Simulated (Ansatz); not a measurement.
**Response to strain in Rh**

The reference is Rh in the fcc (Cu type) structure (space group Fm-3m, No. 225; relaxed with 0.1 eV smearing).

```yaml
crystal:
  lattice:
    - [0.00000, 1.90077, 1.90077]
    - [1.90077, 0.00000, 1.90077]
    - [1.90077, 1.90077, 0.00000]
  atoms:
    - { symbol: Rh, position: [0.00000, 0.00000, 0.00000] }
```

Strains are applied to the cell and any free atomic positions relax.

Computed with Kohn–Sham DFT with the r2SCAN functional, run in Ansatz (a quantum-chemistry and plane-wave program) with PAW and 500 eV plane waves, no SOC.

Notes on the quantities. energy relative to the base: free energy F.

```
case                       pressure  volume per atom  energy relative to the base
------------------------  ---------  ---------------  ---------------------------
base                        0.0 GPa         13.73 Å³                   0 meV/atom
isotropic strain +0.50 %   -4.0 GPa         13.94 Å³                +2.6 meV/atom
isotropic strain +1.00 %   -7.7 GPa         14.15 Å³                 +10 meV/atom
isotropic strain +1.50 %  -11.1 GPa         14.36 Å³                 +23 meV/atom
isotropic strain +2.00 %  -14.2 GPa         14.58 Å³                 +40 meV/atom
isotropic strain +2.50 %  -17.1 GPa         14.79 Å³                 +61 meV/atom
isotropic strain +3.00 %  -19.7 GPa         15.01 Å³                 +86 meV/atom
```

Whether these cells are dynamically stable was not tested. All final runs are without spin polarisation. Rh lies near a magnetic instability that expansion can trigger; it was not tested.
